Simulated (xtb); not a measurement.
xtb 6.7.1, GFN1-xTB: Si(Me)2 (C[Si]C), 9 atoms. The geometry is a generated start, not checked to be a minimum at this level.

```
Property                  Result
-----------------  -------------
run flags                 --grad
method                  GFN1-xTB
--acc                1 (default)
--etemp (K)        300 (default)
basis functions               30
valence electrons             18
```

```xyz
9

Si     0.0337    -0.0076     1.2619
C      0.5965     1.3511     0.0120
H      0.0659     2.2827     0.2056
H      0.4350     1.0908    -1.0359
H      1.6566     1.5657     0.1390
C     -0.6039    -1.3566     0.0428
H      0.2344    -1.8617    -0.4381
H     -1.2348    -0.9447    -0.7476
H     -1.1834    -2.1197     0.5603
```

One run each on 1 thread. Values of broydamp tried: 0.02, 0.05, 0.1, 0.2, 0.4 (default), 0.6, 0.8, 1.

### Question
Predict the course of the SCC iterations along this series.

### Answer
Fewest SCC iterations, within one of each other: 0.2 with 9, 0.4 (default) with 8, 0.6 with 8, 0.8 with 8. The count rises to 14 at 0.02. All converge to one solution.

```csv
broydamp,SCC iterations,end
0.02,14,same solution
0.05,12,same solution
0.1,12,same solution
0.2,9,same solution
0.4 (default),8,same solution
0.6,8,same solution
0.8,8,same solution
1,10,same solution
```
